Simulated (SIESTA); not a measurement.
Band structure of BeCo (Pm-3m, 2 atoms in the cell).

```
BeCo
1.0
    2.57175     0.00000     0.00000
    0.00000     2.57175     0.00000
    0.00000     0.00000     2.57175
Be Co
1 1
Direct
  0.00000   0.00000   0.00000
  0.50000   0.50000   0.50000
```
Moments meant for the start (each program seeds them in its own way; μB, in the order of the atoms Be Co): 0.0 3.0.

Level of theory: SIESTA with GGA PBEsol, numerical atomic orbitals DZP, PseudoDojo PBEsol standard norm-conserving potentials (rewritten from UPF to PSML).

Settings: XC.functional = GGA; XC.authors = PBEsol; potentials = PseudoDojo PBEsol standard; PAO.BasisSize = DZP; PAO.EnergyShift = 0.01 Ry; MeshCutoff = 350 Ry; kgrid.MonkhorstPack = 9 9 9; OccupationFunction = FD; ElectronicTemperature = 100 meV; Spin = polarized; DM.InitSpin = [1 +0.00, 2 +3.00]; PAO.Polarization.NonPerturbative = true; MaxSCFIterations = 150; SCF.Mixer.Method = Broyden.

The starting cell comes from a database of computed structures (which also holds hypothetical and non-ambient phases and stackings), without a prior relaxation at this level. The moments shrank to a small part of their start, a low-spin state that need not be the lowest. Values carry the incompleteness of an atom-centred basis.

Levels in eV from the Fermi level, bands 8 to 13 of the first spin channel:
```json
[
 {"point": "Γ", "8": "-2.72", "9": "-0.24", "10": "-0.24", "11": "-0.24", "12": "7.72", "13": "7.72"},
 {"point": "X", "8": "-2.46", "9": "-1.53", "10": "-1.53", "11": "-0.14", "12": "1.26", "13": "12.65"},
 {"point": "M", "8": "-1.67", "9": "-1.67", "10": "-1.01", "11": "-1.01", "12": "0.48", "13": "7.78"},
 {"point": "R", "8": "-4.30", "9": "0.53", "10": "0.53", "11": "6.94", "12": "6.94", "13": "6.94"}
]
```

Bands cross the Fermi level along this path, so the cell is metallic at this level.

Higher empty bands are left out: an atom-centred basis made for the valence describes them poorly.

The net moment of the cell came out as 0.36 μB.
